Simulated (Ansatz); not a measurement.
An Ansatz (an electronic-structure program) input (Ansatz, LDA, PAW, cutoff 420 eV, scalar-relativistic without spin-orbit coupling):

Ansatz 0.2 input:
```yaml
crystal:
  lattice:
    - [0.0518383268, 3.0314810989, 3.0314810989]
    - [3.0314810989, 0.0518383268, 3.0314810989]
    - [3.0833194257, 3.0833194257, 0]
  atoms:
    - { symbol: Hg, position: [0, 0, 0] }
    - { symbol: Se, position: [0.25, 0.25, 0.25] }
basis: { ecutwfc: 420, ecutrho_ratio: 4, xc_grid: 2, fft_grid_basis: typed }
kpoints: { mp_grid: { grid: [9, 9, 9] } }
hamiltonian:
  xc: lda
  dispersion: none
  pseudopotentials: { kind: paw }
scf: { occupations: { method: fermi_dirac, width: 0.05 }, convergence: { dr2_threshold: 0.0000000002 } }
relax: { f_tol: 0.005, max_steps: 50 }
output: { forces: true, stress: true }
checkpoint: { write: state.ck, write_every: 1000 }
```

Task: Which symmetry and how many k-points will the program report, and about how many plane waves at Γ?

Result: Space group Imm2 (ITA 44) with 4 operations, k-points 125 of 729, and 1071 plane waves at Γ.

The cells carry an imposed strain or load. Whether these cells are dynamically stable was not tested. All final runs are without spin polarisation. The cell was made from HgSe in the zinc blende structure (space group F-43m, No. 216) by this change: tensor shear ε_xy = +1.71 %.
